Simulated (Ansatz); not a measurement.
CsCl-type TiCo was calculated with r²SCAN (plane waves, PAW; Ansatz, a first-principles code).

Numerical settings: plane-wave cutoff 560 eV, 18×18×18 k mesh, Fermi–Dirac smearing 0.05 eV, no spin polarisation, scalar-relativistic PAW data made under PBE.

Results at a series of volumes:

| V (Å³/atom) | E − E_lowest (meV/atom) |
|---|---|
| 12.075 | 31.00 |
| 12.332 | 13.30 |
| 12.589 | 3.21 |
| 12.846 | 0.00 |
| 13.102 | 3.00 |
| 13.359 | 11.60 |
| 13.616 | 25.27 |

Q: Estimate the bulk modulus and its pressure derivative from these points.

A: V0 = 12.846 Å³/atom, B0 = 193 GPa, B′ = 4.1 (fit to the energies at full precision).

Measured, for comparison: bulk modulus 154 GPa, equilibrium volume per atom 13.43 Å³/atom (room temperature, not corrected to a static lattice; as tabulated in Yamada et al. (2019), arXiv:1910.09660). Computed (rounded) less measured: bulk modulus +25 %, equilibrium volume per atom -4.3 %.

The computed numbers hold no vibrational or temperature effects.

Cost on a shared machine: very roughly 110 core-seconds.
